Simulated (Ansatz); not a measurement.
We consider hcp Gd, described by rVV10 (Ansatz, a first-principles code, plane waves, PAW).

Numerical settings: plane-wave cutoff 520 eV, 18×18×10 k mesh (along the axes of the cell as run), Fermi–Dirac smearing 0.05 eV, spin-polarised with parallel moments, scalar-relativistic PAW data made under PBE.

Equation-of-state points:

| V (Å³/atom) | E − E_lowest (meV/atom) | P (GPa) |
|---|---|---|
| 31.697 | 6.51 | 1.619 |
| 32.358 | 1.59 | 0.780 |
| 33.018 | 0.00 | 0.004 |
| 33.678 | 1.48 | -0.711 |
| 34.339 | 5.78 | -1.369 |

**Question.** Estimate the bulk modulus from the pressures at 32.358 and 33.678 Å³/atom, and compare it with a fit to all energies.

**Answer.** B = −V dP/dV. Between V = 32.358 and 33.678 Å³/atom, dP/dV = (-0.711 − (0.780))/(33.678 − 32.358) = -1.13 GPa per Å³/atom; at the midpoint 33.018 Å³/atom this gives B ≈ 37.3 GPa. The third-order Birch–Murnaghan fit gives V0 = 33.022 Å³/atom, B0 = 37.2 GPa, B′ = 3.0, which lies within 1 % of that estimate.

Shape and atoms are relaxed at each volume.

Measured, for comparison: bulk modulus 37.9 GPa (room temperature, not corrected to a static lattice; as tabulated in Wikipedia's data pages); equilibrium volume per atom 33.05 Å³/atom (room temperature, not corrected to a static lattice; as tabulated in Söderlind et al. (2014), doi:10.1088/0953-8984/26/41/416001). Computed (rounded) less measured: bulk modulus -2 %, equilibrium volume per atom -0.1 %.

Note: the 4f shell is treated without U or exact exchange, so its levels and filling can be wrong; the collinear magnetic order is the start's and need not be the measured one; the bulk modulus comes from volumes at which shape and atoms were relaxed.

Spin–orbit coupling is not included.

The computed numbers hold no vibrational or temperature effects.
